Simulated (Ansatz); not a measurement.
Response to strain in TiO2

The parent structure is TiO2 in the anatase structure (space group I4_1/amd, No. 141; a = 3.770 Å, c = 9.555 Å). Axes: x, y, z lie along a, b, c of the conventional cell.

Strains are applied to the cell and any free atomic positions relax; under biaxial strain the out-of-plane vector relaxes too.

Method: PBEsol (Ansatz, a quantum-chemistry and plane-wave program), no SOC, earlier PAW set.

Notes on the quantities. pressure: mean of the normal stresses, compression positive.

| variant | band gap | volume per atom | pressure |
|---|---|---|---|
| base | 2.11 eV | 11.32 Å³ | 0.00 GPa |
| biaxial strain +2.46 %, plane normal [001], relaxed out of plane | 1.90 eV | 11.48 Å³ | -4.79 GPa |
| isotropic strain −4.64 % | ? | 9.81 Å³ | ? |
| uniaxial strain ε_xx = −0.46 % | 2.12 eV | 11.26 Å³ | 1.04 GPa |

Q: Fill in the withheld entries from the trend.

A: 
- isotropic strain −4.64 %, band gap: 2.22 eV
- isotropic strain −4.64 %, pressure: 39.55 GPa

Stability against distortions was not tested. All final runs are without spin polarisation.
